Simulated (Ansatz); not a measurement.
Input:

```yaml
crystal:
  lattice:
    - [3.10003, 0.00000, 0.00000]
    - [0.00000, 4.35919, 0.00000]
    - [0.00000, 0.00000, 9.01842]
  atoms:
    - { symbol: Ti, position: [0.00000, 0.00000, 0.87069] }
    - { symbol: Re, position: [0.50000, 0.00000, 0.61935] }
    - { symbol: Re, position: [0.00000, 0.00000, 0.38408] }
    - { symbol: Ti, position: [0.50000, 0.00000, 0.14540] }
    - { symbol: Re, position: [0.50000, 0.50000, 0.87351] }
    - { symbol: Ti, position: [0.00000, 0.50000, 0.63417] }
    - { symbol: Ti, position: [0.50000, 0.50000, 0.37293] }
    - { symbol: Ti, position: [0.00000, 0.50000, 0.09988] }
```

No spin polarisation.

A single point on Re with a change (x(Ti) = 0.625, 8 atoms, Pmm2), its geometry relaxed with PBEsol.

Level of theory: plane-wave PAW DFT at the r2SCAN level (Ansatz, a first-principles code, 500 eV), without spin-orbit coupling. Settings: 15×11×5 k-points, 0.05 eV Fermi–Dirac smearing.

### Question
Predict the pressure and band gap.

### Answer
```json
{
  "pressure": "4.7 GPa",
  "band_gap": "zero"
}
```

Single points use the geometry relaxed with PBEsol. No phonon test of stability was made. All final runs are without spin polarisation. The cell was made from Re by this change: x(Ti) = 0.625, 8 atoms, Pmm2.
